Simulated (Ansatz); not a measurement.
# Be2C: energy against strain

Be2C (antifluorite, Fm-3m, 6.675 Å³/atom at rest, cube axes along x, y and z) under a strain ε along a cube axis (axis z), the other axes held. PBEsol in Ansatz, a plane-wave DFT program (PAW, default set), 420 eV, 13×13×13 Γ-centred mesh, Fermi-Dirac smearing 0.05 eV; ions are relaxed within the symmetry of each cell.

Here s stands for strain and y for E less E0.

| strain (%) | E less E0 (meV/atom) |
|---|---|
| -1.50 | 2.77 |
| -1.00 | 1.22 |
| -0.50 | 0.30 |
| 0.00 | 0.00 |
| 0.50 | 0.29 |
| 1.00 | 1.18 |
| 1.50 | 2.66 |
| 3.00 | ? |

Fit y of the 7 rows that show it with a parabola. Least squares gives y = -0.006 - 0.0300·s + 1.2086·s². Residuals (row less fit): 0.012, -0.013, -0.011, 0.006, 0.009, 0.007, -0.008; standard error 0.013 (degrees of freedom: 4). Twice the quadratic coefficient over the volume, 2 × 1.2086 meV × 10⁴ × 0.1602 / 6.675 Å³, is the elastic constant C11 = 580 ± 3 GPa.

### Question
Predict the withheld y at s = 3.00 from the fit, and compare with the calculation.

### Answer
y = -0.006 - 0.0300 × 3.0 + 1.2086 × 3.0² = 10.781 meV/atom. The calculation gives 10.47 meV/atom, 0.311 meV/atom below the prediction (3.0 % of the range of y in the table). The row lies outside the fitted rows, so this is an extrapolation. From the scatter of the fitted rows alone, a prediction at this place has a standard error of 0.049 meV/atom, so the miss is 6.3 times that.

One order more, fitted to all 13 runs of the series, follows each within 0.01, so the miss is the next term of a smooth law. Rows are the converged runs of the series near zero and its far end; series whose fitted rows scatter by over a few per cent of the range, as at a crossing or softening among them, aren't shown in this form. Most that stay on the fit to the last digits aren't either.
